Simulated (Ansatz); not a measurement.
Start from SnTe in the rock salt structure (space group Fm-3m, No. 225; a = 6.409 Å).

Levels (all Ansatz, an electronic-structure program, PAW, earlier PAW set): PBE (420 eV, without spin-orbit coupling); r2SCAN (500 eV, no spin-orbit coupling).

The geometry is relaxed with PBE.

| Item | Result |
|---|---|
| PBE lowest conduction level above the VBM at special points | L 0.05 eV; W 0.86 eV; X 2.39 eV; U 2.92 eV |
| PBE pressure | 0.1 kbar |

Question: What does r2SCAN give at this geometry for the lowest conduction level above the VBM at special points, pressure and electron mass?

Answer: The lowest conduction level above the VBM at special points goes from L 0.05 eV; W 0.86 eV; X 2.39 eV; U 2.92 eV to L 0.19 eV; W 0.88 eV; X 2.56 eV; U 2.98 eV; the pressure shrinks by 7.62 kbar, from 0.1 kbar to -7.6 kbar; the electron mass is 0.085 mₑ along k, 0.13 mₑ across (at L).

Single points use the geometry relaxed with PBE. Their cutoffs differ, which shifts pressures a little. Spin-orbit coupling, missing from the scalar runs, can matter with Te. The levels and masses belong to the bands next to the band gap. Masses are band curvatures over ±0.01 Å⁻¹ around the edge. Along k means along the line from Γ to the band edge. No phonon test of stability was made.
